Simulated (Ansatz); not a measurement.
Functionals compared on N on the 1x1 (110) surface of bcc W, one in a 2x2 cell, started at the site 'hollow W-W-W', in Ansatz (plane waves, PAW). The structure was relaxed with PBE; the other rows are single points on it, each with its references at the same level. Cutoff 420 eV (500 eV for r2SCAN).

Set-up: 17 atoms, 6.6 Å thick at the start under the adsorbate (thin: gaps and levels are the slab's own); mesh 6x6x1; 0.1 eV smearing; dipole correction on; 8 atoms held, the rest relaxed; symmetry of the start imposed; no spin, no spin-orbit, no U, no dispersion correction. At the end it is bonded to 3 W. In PBE it is, or lies within 0.03 eV of, the lowest of the starts that converged. These notes are the PBE run's. Adsorption energies are against ½ N2(g). A negative adsorption energy means that the adsorbate is more stable on the surface than in its reference.

```json
[
 {"functional": "PBE", "adsorption energy (eV)": "-1.91", "work function of the top face (eV)": "4.97", "change of the work function (eV)": "0.16", "rough cost of the single point": "–"},
 {"functional": "RPBE", "adsorption energy (eV)": "?", "work function of the top face (eV)": "?", "change of the work function (eV)": "?", "rough cost of the single point": "about 2.5 core-minutes (a rough figure)"},
 {"functional": "r2SCAN", "adsorption energy (eV)": "-2.19", "work function of the top face (eV)": "5.03", "change of the work function (eV)": "0.13", "rough cost of the single point": "about 5 core-minutes (a rough figure)"}
]
```

Problem. What belongs in the gaps?

Solution. 
- RPBE, adsorption energy (eV): -1.67
- RPBE, work function of the top face (eV): 4.83
- RPBE, change of the work function (eV): 0.14

Ansatz is a program for electronic structure.
